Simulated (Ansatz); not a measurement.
Amorphous IGZO (In₁₀Ga₁₀Zn₁₀O₄₀), 70 atoms at 5.82 g/cm³, one PBE-relaxed geometry, zone centre. Methods: PBE, scalar-relativistic without spin-orbit coupling (Ansatz, an electronic-structure program); r2SCAN, scalar-relativistic without spin-orbit coupling (Ansatz); HSE06, scalar-relativistic without spin-orbit coupling (Ansatz). Plane waves to 420 eV (r2SCAN 500 eV); exact exchange is cut at the cell's faces. At PBE the levels at the filled edge of the gap are localised (band-tail or defect states). All rungs ran without spin polarisation.

The cell was made by melting and quenching with the CHGNet potential and then relaxed with DFT. O atoms were pushed apart under 1.9 Å during the dynamics, to hinder bonds among them. The hot cell started wider than the set density and was brought back towards it in steps. It is the lowest in DFT energy of 2 quenches. It is a model cell: composition and starting density were chosen by hand, and all elements were melted together. No dispersion term was used. A short ab initio anneal came between quench and relaxation. Its density started from a set value of 5.82 and ended at 5.82 g/cm³. The simulated quench (nominally 84 K/ps over its main leg) is rapid and tends to freeze in more defects than a deposited or slowly cooled glass has. One small periodic cell is one sample of the glass; other quenches scatter about these values. The volume was held where the preparation left it, at a PBE pressure of 1.8 GPa. Stress components on the final sampling reach 3.5 GPa.

The relaxation ran on the zone centre alone. At PBE the level gap is 0.78 eV on a 2×2×2 Γ-centred mesh, and the spacing at the zone centre alone 0.82 eV.

### Question
What zone-centre spacing does r2SCAN give, roughly?

### Answer
1.30 eV (+0.48 eV against PBE).

### Question
What zone-centre spacing does HSE06 give, roughly?

### Answer
2.38 eV (+1.56 eV against PBE).

The highest filled and the lowest empty state spread over these numbers of atoms (participation numbers): PBE: 3.7 and 64.8; r2SCAN: 4.6 and 63.8; HSE06: 6.8 and 63.1.
